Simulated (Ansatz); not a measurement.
## Computed paths: P vacancy in zinc-blende GaP, charge state +1

Defect migration in zinc-blende GaP: P vacancy, charge state +1. Level of theory: PBE, PAW (plane waves to 420 eV; Ansatz, a program for electronic structure).

64-site cell at the relaxed PBE lattice, one k-point at (0.250, 0.250, 0.250), smearing 0.01 eV, spin-restricted, no finite-size correction. Static, classical nuclei. The charge state is imposed; whether it is stable for some Fermi level was not computed. Forms of the defect that were not tried may lie lower.

Barriers: single points on a 2×2×2 k-point mesh shifted by half a step at the bands' geometries (they differ from the bands' own by up to 0.05 eV, and are uncertain by about as much).

| Route | Start site over the lowest site run (eV) | Hop (Å) | Forward barrier (eV) | Backward barrier (eV) | Neighbours at the start | Neighbours at the saddle | Saddle order | Forward, on the band's own sampling (eV) |
|---|---|---|---|---|---|---|---|---|
| one P atom jumps into the vacancy from a nearby P site | 0.00 | 3.93 | 2.30 | 2.30 | Ga at 2.32, 2 Ga at 2.39, Ga at 2.41 Å | Ga at 2.31, 2 Ga at 2.70, 2 Ga at 2.74 Å | first order | 2.25 |

Paths come from CI-NEB runs.  

The whole set of runs took about 3 core-hours (a rough figure).
